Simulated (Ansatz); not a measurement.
In a free triangular strip chain of Be atoms, spin-degenerate bands cross the Fermi level 3 times between Γ and the zone edge.

The numbers are results of PBE (plane waves to 420 eV, PAW; Ansatz, a first-principles code), not measurements. Mesh 1×1×134. No spin polarisation, so a magnetic state wasn't tested. It repeats along c; a and b span vacuum. A hypothetical model. Symmetry and one short period hold its shape; lower forms weren't sought. Pairing along the axis, which can open a gap, is among the distortions not tried.

Task: What are the conductance and the two-terminal resistance of a perfect, endless piece?

Result: Each crossing on the half of the zone with k > 0 has a partner at −k, so it gives one mode in each direction. Counting spin there are 6 modes, each carrying e²/h = 38.74 μS. G = 6 × 38.74 = 232.4 μS and R = 1/G = 4.30 kΩ, whatever the length. Scattering by phonons, roughness and contacts can only raise R.
